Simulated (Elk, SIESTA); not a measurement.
An Elk input for a self-consistent single point of AlN (F-43m, 2 atoms in the cell) (DFT, PBE, all-electron FP-LAPW, Elk's shipped species files, default APW+lo basis):

```
tasks
  0

xctype
  20

rgkmax
  7.0

rmtscf
  0.83

stype
  0

swidth
  0.0001

avec
    0.0000000000    4.1094059895    4.1094059895
    4.1094059895    0.0000000000    4.1094059895
    4.1094059895    4.1094059895    0.0000000000

sppath
  './'

atoms
  2   : nspecies
  'Al.in'   : spfname
  1   : natoms; atposl, bfcmt below
  0.0000000000  0.0000000000  0.0000000000    0.0 0.0 0.0
  'N.in'   : spfname
  1   : natoms; atposl, bfcmt below
  0.7500000000  0.7500000000  0.7500000000    0.0 0.0 0.0

ngridk
  9 9 9
```

Q: Give the SIESTA input for the same structure, mesh, smearing and functional.

A: One input that does it (others would too):

```
# files in the folder: Al.psml N.psml (PseudoDojo PBE standard)
SystemName  AlN
SystemLabel siesta

NumberOfAtoms                2
NumberOfSpecies              2
%block ChemicalSpeciesLabel
  1 13 Al
  2 7 N
%endblock ChemicalSpeciesLabel
LatticeConstant              1.0 Ang
%block LatticeVectors
     0.000000000    2.174604000    2.174604000
     2.174604000    0.000000000    2.174604000
     2.174604000    2.174604000    0.000000000
%endblock LatticeVectors
AtomicCoordinatesFormat      Ang
%block AtomicCoordinatesAndAtomicSpecies
     0.000000000    0.000000000    0.000000000  1
     3.261906000    3.261906000    3.261906000  2
%endblock AtomicCoordinatesAndAtomicSpecies

XC.functional                GGA
XC.authors                   PBE
PAO.BasisSize                DZP
PAO.EnergyShift              0.01 Ry
MeshCutoff                   350 Ry
%block kgrid.MonkhorstPack
    9   0   0  0.0
    0   9   0  0.0
    0   0   9  0.0
%endblock kgrid.MonkhorstPack
OccupationFunction           FD
ElectronicTemperature        10 K

MaxSCFIterations             150
SCF.Mixer.Method             Broyden
SCF.Mixer.Weight             0.25
SCF.Mixer.History            8
SCF.DM.Tolerance             1.0E-04
Diag.ParallelOverK           true
WriteForces                  true
```

Basis, cutoffs, solver keys and any potentials are the target program's own. This input uses DFT, GGA PBE, numerical atomic orbitals DZP, PseudoDojo PBE standard norm-conserving potentials (rewritten from UPF to PSML). Both were run: gap on the mesh 3.477 eV in Elk and 3.500 in SIESTA.

On SIESTA: the starting cell comes from a database of computed structures (which also holds hypothetical and non-ambient phases and stackings), without a prior relaxation at this level. Its lattice was rescaled by a random factor within 2.5 % of one. Values carry the incompleteness of an atom-centred basis. With a pressure of about 9 GPa the cell is away from its equilibrium volume at this level. Another mesh or the band path of this cell gives a smaller gap, so this value is not converged in the mesh.

On Elk: the starting cell comes from a database of computed structures (which also holds hypothetical and non-ambient phases and stackings), without a prior relaxation at this level. Its lattice was rescaled by a random factor within 2.5 % of one. Values depend on the basis (sphere radii, cutoffs, local orbitals), which need not be converged.
